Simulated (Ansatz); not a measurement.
Base system: CuI in the zinc blende structure (space group F-43m, No. 216; a = 6.023 Å).

Structures relaxed with r2SCAN in Ansatz (plane waves to 500 eV, PAW, no SOC).

Base:

Simulated powder pattern, Cu Kα, λ = 1.54184 Å (kinematic, ideal powder, no thermal factors, no anomalous dispersion; the 10 strongest lines at most, above 2 %, up to 2θ = 90°):

```json
[
 {"2θ (°)": "25.62", "I/Imax (%)": "100", "hkl": "(111)"},
 {"2θ (°)": "29.67", "I/Imax (%)": "7.8", "hkl": "(200)"},
 {"2θ (°)": "42.45", "I/Imax (%)": "70", "hkl": "(220)"},
 {"2θ (°)": "50.24", "I/Imax (%)": "46", "hkl": "(311)"},
 {"2θ (°)": "52.64", "I/Imax (%)": "2.1", "hkl": "(222)"},
 {"2θ (°)": "61.59", "I/Imax (%)": "11", "hkl": "(400)"},
 {"2θ (°)": "67.83", "I/Imax (%)": "18", "hkl": "(331)"},
 {"2θ (°)": "69.84", "I/Imax (%)": "3.0", "hkl": "(420)"},
 {"2θ (°)": "77.67", "I/Imax (%)": "23", "hkl": "(422)"},
 {"2θ (°)": "83.38", "I/Imax (%)": "14", "hkl": "(511)"}
]
```

It is then changed as follows: a hydrostatic pressure of 100 GPa.

After the change:

Simulated powder pattern, Cu Kα, λ = 1.54184 Å (kinematic, ideal powder, no thermal factors, no anomalous dispersion; the 10 strongest lines at most, above 2 %, up to 2θ = 90°):

```csv
2θ (°),I/Imax (%),hkl
30.96,100,(111)
35.90,7.6,(200)
51.68,64,(220)
61.47,40,(311)
64.53,2.0,(222)
76.11,9.7,(400)
84.40,17,(331)
87.12,3.1,(420)
```

The indices refer to the base's conventional cell; one index is shown for lines that coincide.

Load acts through the strain it causes; cell and atoms are relaxed under it. Stability against distortions was not tested. Tetrahedral semiconductors of this kind turn to denser phases somewhere between about 1 and 50 GPa; those were not computed, so compressed cells here can lie past the real transition. The final runs are not spin-polarised.

Ansatz is a quantum-chemistry and plane-wave program.
